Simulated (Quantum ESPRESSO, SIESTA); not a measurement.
A SIESTA input for a self-consistent single point of AgBr (Fm-3m, 2 atoms in the cell) (DFT, GGA PBE, numerical atomic orbitals DZP, PseudoDojo PBE standard norm-conserving potentials (rewritten from UPF to PSML)):

```
# files in the folder: Ag.psml Br.psml (PseudoDojo PBE standard)
SystemName  AgBr
SystemLabel agbr

NumberOfAtoms                2
NumberOfSpecies              2
%block ChemicalSpeciesLabel
  1 47 Ag
  2 35 Br
%endblock ChemicalSpeciesLabel
LatticeConstant              3.992800 Ang
%block LatticeVectors
     0.000000000    0.707106792    0.707106792
     0.707106792    0.000000000    0.707106792
     0.707106792    0.707106792    0.000000000
%endblock LatticeVectors
AtomicCoordinatesFormat      Ang
%block AtomicCoordinatesAndAtomicSpecies
     0.000000000    0.000000000    0.000000000  1
     2.823336000    2.823336000    2.823336000  2
%endblock AtomicCoordinatesAndAtomicSpecies

XC.functional                GGA
XC.authors                   PBE
PAO.BasisSize                DZP
PAO.EnergyShift              0.01 Ry
MeshCutoff                   400 Ry
%block kgrid.MonkhorstPack
    8   0   0  0.0
    0   8   0  0.0
    0   0   8  0.0
%endblock kgrid.MonkhorstPack
OccupationFunction           FD
ElectronicTemperature        10 K

MaxSCFIterations             150
SCF.Mixer.Method             Broyden
SCF.Mixer.Weight             0.25
SCF.Mixer.History            8
SCF.DM.Tolerance             1.0E-04
Diag.ParallelOverK           true
WriteForces                  true
Charge.Mulliken              end
```

Task: Give the Quantum ESPRESSO input for the same structure, mesh, smearing and functional.

Result: One input that does it (others would too):

```fortran
&CONTROL
   calculation = 'scf',
   prefix = 'pwscf',
   outdir = './out',
   pseudo_dir = './',
   tprnfor = .true.,
   tstress = .true.,
/
&SYSTEM
   ibrav = 0,
   nat = 2,
   ntyp = 2,
   ecutwfc = 55,
   ecutrho = 330,
   occupations = 'fixed',
   nbnd = 17,
/
&ELECTRONS
   conv_thr = 1.0d-9,
/
ATOMIC_SPECIES
Ag   107.8682  Ag.pbe-n-kjpaw_psl.1.0.0.UPF
Br    79.9040  Br.pbe-n-kjpaw_psl.1.0.0.UPF
CELL_PARAMETERS {bohr}
   0.0000000000     5.3353317978     5.3353317978
   5.3353317978     0.0000000000     5.3353317978
   5.3353317978     5.3353317978     0.0000000000
ATOMIC_POSITIONS {crystal}
Ag    0.0000000000    0.0000000000    0.0000000000
Br    0.5000000000    0.5000000000    0.5000000000
K_POINTS {automatic}
8 8 8  0 0 0
```

Basis settings and potentials, where a program has them, do not carry over. This input uses DFT, PBE, plane waves, PSlibrary PAW (PBE) pseudopotentials. Both were run: pressure 2.71 GPa in SIESTA and 4.55 in Quantum ESPRESSO; gap on the mesh 1.011 eV in SIESTA and 0.645 in Quantum ESPRESSO.

On SIESTA: the starting cell comes from a database of computed structures (which also holds hypothetical and non-ambient phases and stackings), without a prior relaxation at this level. Its lattice was rescaled by a random factor within 2.5 % of one. Values carry the incompleteness of an atom-centred basis.

On Quantum ESPRESSO: the starting cell comes from a database of computed structures (which also holds hypothetical and non-ambient phases and stackings), without a prior relaxation at this level. Its lattice was rescaled by a random factor within 2.5 % of one. With a pressure of about 5 GPa the cell is away from its equilibrium volume at this level.
